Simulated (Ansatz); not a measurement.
CaMoO4 (I4₁/a, No. 88) was calculated with r²SCAN in Ansatz (PAW).

Settings: plane-wave cutoff 500 eV, 10×10×10 k mesh, Fermi–Dirac smearing 0.05 eV, no spin polarisation, scalar-relativistic PAW data made under PBE.

Computed at the level's own relaxed cell.

Q: Give the computed equilibrium volume per atom, lattice parameter a, lattice parameter c and band gap.

A: 
- equilibrium volume per atom: 12.95 Å³/atom
- lattice parameter a: 5.228 Å
- lattice parameter c: 11.377 Å
- band gap: 3.81 eV (on the SCF k mesh)

Spin–orbit coupling is not included.

Static lattice: no zero-point or thermal effects.

The result took around 9 core-minutes (rough).

Ansatz is a first-principles code.
